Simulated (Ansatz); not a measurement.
**A computed series for hypothetical cubic perovskite KSrCl3: response to strain**

Consider KSrCl₃ in the cubic perovskite structure (space group Pm-3m, No. 221; a = 5.677 Å; a hypothetical phase, not in the database extracts checked). Axes: x, y, z lie along the cube axes.

Strains are applied to the cell and any free atomic positions relax; under biaxial strain the out-of-plane vector relaxes too.

Levels (all Ansatz, a quantum-chemistry and plane-wave program, PAW): PBE (420 eV, scalar-relativistic without spin-orbit coupling); r2SCAN (500 eV, no spin-orbit coupling).

The base cell above is that of PBE; each level relaxes its own structures.

| case | band gap, PBE | band gap, r2SCAN |
|---|---|---|
| biaxial strain −4.80 %, plane normal [110], relaxed out of plane | 4.47 eV | 5.19 eV |
| biaxial strain −1.02 %, plane normal [110], relaxed out of plane | 4.46 eV | 5.20 eV |
| biaxial strain −2.85 %, plane normal [111], relaxed out of plane | 4.43 eV | 5.16 eV |
| biaxial strain +0.69 %, plane normal [111], relaxed out of plane | 4.42 eV | 5.17 eV |
| isotropic strain −1.78 % | 4.55 eV | 5.29 eV |
| strain tensor (xx, yy, zz, yz, xz, xy) = (+1.11, +0.46, −0.15, +0.42, −0.55, −0.74) % | 4.41 eV | 5.15 eV |
| strain tensor (xx, yy, zz, yz, xz, xy) = (+0.16, +0.24, −2.28, +1.17, +1.99, −0.11) % | 4.45 eV | 5.19 eV |
| strain tensor (xx, yy, zz, yz, xz, xy) = (−1.75, +0.12, −1.94, +0.54, −1.00, +0.29) % | 4.49 eV | 5.23 eV |

PBE lies below r2SCAN in every row, by 0.73 eV to 0.75 eV. Near ties aside, they put the cases in the same order.

No phonon test of stability was made. Many cubic perovskites are stable only at high temperature; tilts and polar distortions were not tested.
